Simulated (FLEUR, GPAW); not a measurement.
A FLEUR input for a self-consistent single point of FePt (P4/mmm, 2 atoms in the cell) (DFT, PBE, all-electron FLAPW (FLEUR), scalar-relativistic valence):

Input of the input generator:

```
FePt
&input film=f /
1.0000000000 0.0000000000 0.0000000000
0.0000000000 1.0000000000 0.0000000000
0.0000000000 0.0000000000 1.3639705882
5.0372539578
1.0 1.0 1.0

2
26 0.0000000000 0.0000000000 0.0000000000 : 3.00
78 0.5000000000 0.5000000000 0.5000000000 : 0.00

&comp jspins=2 /
&kpt div1=9 div2=9 div3=7 /
&end /
```

```xml
<?xml version="1.0" encoding="UTF-8" standalone="no"?>
<fleurInput fleurInputVersion="0.39">
   <comment>
      FePt                                                                                                
   </comment>
   <calculationSetup>
      <cutoffs Kmax="4.3" Gmax="17.2" GmaxXC="17.2" numbands="0"/>
      <scfLoop itmax="100" minDistance="0.00001" maxIterBroyd="25" imix="Anderson" alpha="0.05" precondParam="0.0" spinf="2.0"/>
      <coreElectrons ctail="T" frcor="F" kcrel="0" coretail_lmax="0"/>
      <xcFunctional name="pbe" relativisticCorrections="F"/>
      <magnetism jspins="2"/>
      <soc l_soc="F" theta="0.0" phi="0.0" spav="F"/>
      <expertModes spex="0" secvar="F"/>
      <geometryOptimization l_f="T" forcealpha="1.0" forcemix="BFGS" epsdisp="0.00001" epsforce="0.00001"/>
      <ldaU l_linMix="F" mixParam="0.05" spinf="1.0"/>
   </calculationSetup>
   <cell>
      <bzIntegration valenceElectrons="32.0" mode="gauss" fermiSmearingEnergy="0.00367493">
         <kPointListSelection listName="default-1"/>
         <!-- k-points included here -->
         <xi:include xmlns:xi="http://www.w3.org/2001/XInclude" href="kpts.xml"> </xi:include>
      </bzIntegration>
      <!-- symmetry operations included here -->
      <xi:include xmlns:xi="http://www.w3.org/2001/XInclude" href="sym.xml"> </xi:include>
      <bulkLattice scale="1.0">
         <bravaisMatrix>
            <row-1>    5.0372539578000000     0.0000000000000000     0.0000000000000000</row-1>
            <row-2>    0.0000000000000000     5.0372539578000000     0.0000000000000000</row-2>
            <row-3>    0.0000000000000000     0.0000000000000000     6.8706662437332433</row-3>
         </bravaisMatrix>
      </bulkLattice>
   </cell>
   <atomSpecies>
      <species name="Iron (Fe) 3.000" element="Fe" atomicNumber="26">
         <mtSphere radius="2.36" gridPoints="813" logIncrement="0.015"/>
         <atomicCutoffs lmax="10" lnonsphr="8"/>
         <electronConfig flipSpins="F">
            <coreConfig>(1s1/2) (2s1/2) (2p1/2) (2p3/2)</coreConfig>
            <valenceConfig>(3s1/2) (3p1/2) (3p3/2) (4s1/2) (3d3/2) (3d5/2)</valenceConfig>
            <stateOccupation state="(3d3/2)" spinUp="1.5" spinDown="0.9"/>
            <stateOccupation state="(3d5/2)" spinUp="3.0" spinDown="0.6"/>
         </electronConfig>
         <energyParameters s="4" p="4" d="3" f="4"/>
         <lo type="SCLO" l="0" n="3" eDeriv="0"/>
         <lo type="SCLO" l="1" n="3" eDeriv="0"/>
      </species>
      <species name="Platinum (Pt)" element="Pt" atomicNumber="78">
         <mtSphere radius="2.36" gridPoints="813" logIncrement="0.016"/>
         <atomicCutoffs lmax="10" lnonsphr="8"/>
         <electronConfig flipSpins="F">
            <coreConfig>(1s1/2) (2s1/2) (2p1/2) (2p3/2) (3s1/2) (3p1/2) (3p3/2) (4s1/2) (3d3/2) (3d5/2) (4p1/2) (4p3/2) (5s1/2) (4d3/2) (4d5/2) (4f5/2) (4f7/2)</coreConfig>
            <valenceConfig>(5p1/2) (5p3/2) (6s1/2) (5d3/2) (5d5/2)</valenceConfig>
            <stateOccupation state="(6s1/2)" spinUp="0.5" spinDown="0.5"/>
            <stateOccupation state="(5d3/2)" spinUp="1.8" spinDown="1.8"/>
            <stateOccupation state="(5d5/2)" spinUp="2.7" spinDown="2.7"/>
         </electronConfig>
         <energyParameters s="6" p="6" d="5" f="5"/>
         <lo type="SCLO" l="1" n="5" eDeriv="0"/>
      </species>
   </atomSpecies>
   <atomGroups>
      <atomGroup species="Iron (Fe) 3.000">
         <relPos label="                   1">.0000000000 .0000000000 .0000000000</relPos>
         <force calculate="T" relaxXYZ="TTT"/>
      </atomGroup>
      <atomGroup species="Platinum (Pt)">
         <relPos label="                   2">1.000/2.000 1.000/2.000 1.000/2.000</relPos>
         <force calculate="T" relaxXYZ="TTT"/>
      </atomGroup>
   </atomGroups>
   <output dos="F" band="F" slice="F">
      <checks vchk="F" cdinf="F"/>
      <bandDOS minEnergy="-.5*Htr" maxEnergy="0.5*Htr" sigma="0.015" storeEVData="T"/>
      <vacuumDOS vacdos="F" integ="F" star="F" nstars="0" locx1="0.0" locy1="0.0" locx2="0.0" locy2="0.0" nstm="0" tworkf="0.0"/>
      <unfoldingBand unfoldBand="F" supercellX="1" supercellY="1" supercellZ="1"/>
      <plotting iplot="0" polar="F">
         <plot TwoD="T" vec1="  1.0  0.0  0.0" vec2="  0.0  1.0  0.0" vec3="  0.0  0.0  1.0" zero="  0.0  0.0  0.0" file="plot"/>
      </plotting>
      <chargeDensitySlicing numkpt="0" minEigenval="0.0" maxEigenval="0.0" nnne="0" pallst="F"/>
      <specialOutput eonly="F"/>
      <magneticCircularDichroism mcd="F" energyLo="-10.0" energyUp="0.0"/>
   </output>
  <!-- We include the file relax.xml here to enable relaxations (see documentation) -->
  <xi:include xmlns:xi="http://www.w3.org/2001/XInclude" href="relax.xml"> <xi:fallback/> </xi:include>
</fleurInput>
```

Give the GPAW input for the same structure, mesh, smearing and functional.

This is the input that was run; spellings and numerical settings could be chosen otherwise.

```python
from ase import Atoms
from ase.units import GPa
from gpaw import GPAW

atoms = Atoms(['Fe', 'Pt'],
              cell=[[2.665600, 0.000000, 0.000000],
                    [0.000000, 2.665600, 0.000000],
                    [0.000000, 0.000000, 3.635800]],
              scaled_positions=[[0.000000, 0.000000, 0.000000],
                                [0.500000, 0.500000, 0.500000]],
              pbc=True)

atoms.set_initial_magnetic_moments([3.0, 0.0])

calc = GPAW(spinpol=True,
            mode={'name': 'pw', 'ecut': 850},
            xc='PBE',
            kpts=(9, 9, 7),
            occupations={'name': 'methfessel-paxton', 'width': 0.1, 'order': 0},
            nbands=-8,
            convergence={'forces': 0.001},
            symmetry={'symmorphic': False, 'tolerance': 0.0005},
            maxiter=100)

atoms.calc = calc

energy = atoms.get_potential_energy()
print('Energy (eV):', round(energy, 6))
forces = atoms.get_forces()
print('Forces (eV/Ang):')
print(forces.round(5))
stress = atoms.get_stress()
print('Stress (GPa, Voigt):', (stress / GPa).round(4))
```

Basis settings and potentials, where a program has them, do not carry over. This input uses DFT PBE, plane waves, GPAW PAW datasets PBE (gpaw-data 1.0.1). Both were run: size of the net moment 1.57 μB/atom in FLEUR and 1.57 in GPAW.

On GPAW: the starting cell has typed, rounded lattice constants, without a prior relaxation at this level. For this run, on top of that: lattice scaled by 0.98. Spin-orbit coupling is off. The magnetic order is the one reached from the typed start; others were not searched systematically. With a pressure of about 21 GPa the cell is away from its equilibrium volume at this level.

On FLEUR: the starting cell has typed, rounded lattice constants, without a prior relaxation at this level. For this run, on top of that: lattice scaled by 0.98. Spin-orbit coupling is off. The magnetic order is the one reached from the typed start; others were not searched systematically. Values depend on the basis (sphere radii, cutoffs, local orbitals), which need not be converged.
